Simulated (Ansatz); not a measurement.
Consider TiHgO₃ (space group R-3c, No. 167; a cell from a computed database, its experimental status unchecked).

```cif
data_Hg2O6Ti2
_chemical_formula_sum 'Ti2 Hg2 O6'
_space_group_name_H-M_alt 'P 1'
_space_group_IT_number 1
_cell_length_a 5.49614
_cell_length_b 5.49614
_cell_length_c 5.49614
_cell_angle_alpha 58.400
_cell_angle_beta 58.400
_cell_angle_gamma 58.400
loop_
_space_group_symop_operation_xyz
  'x, y, z'
loop_
_atom_site_label
_atom_site_type_symbol
_atom_site_fract_x
_atom_site_fract_y
_atom_site_fract_z
_atom_site_occupancy
Ti1 Ti 0.50000 0.50000 0.50000 1
Ti2 Ti 0.00000 0.00000 0.00000 1
Hg1 Hg 0.25000 0.25000 0.25000 1
Hg2 Hg 0.75000 0.75000 0.75000 1
O1 O 0.83494 0.25000 0.66506 1
O2 O 0.16506 0.75000 0.33494 1
O3 O 0.66506 0.83494 0.25000 1
O4 O 0.33494 0.16506 0.75000 1
O5 O 0.25000 0.66506 0.83494 1
O6 O 0.75000 0.33494 0.16506 1
```

Method: plane-wave PAW DFT at the PBEsol level (Ansatz, an electronic-structure program, 420 eV), scalar-relativistic without spin-orbit coupling.

Before the change:

The density comes out as 8.71 g/cm³ and the band gap is 1.46 eV. The electron mass is 1.2 mₑ along c, 0.32 mₑ across (at Γ).

Perturbation: hydrostatic tension (pressure −1 GPa).

What happens to the density, band gap and electron mass?

The density drops by 0.044 g/cm³ (8.71 g/cm³ → 8.66 g/cm³); the band gap drops by 0.01 eV, from 1.46 eV to 1.45 eV; the electron mass goes from 1.2 mₑ along c, 0.32 mₑ across (at Γ) to 1.1 mₑ along c, 0.32 mₑ across (at Γ).

Spin-orbit coupling, missing from the scalar runs, can matter with Hg. Load acts through the strain it causes; cell and atoms are relaxed under it. Masses are band curvatures over ±0.01 Å⁻¹ around the edge. Stability against distortions was not tested. The final runs are not spin-polarised.
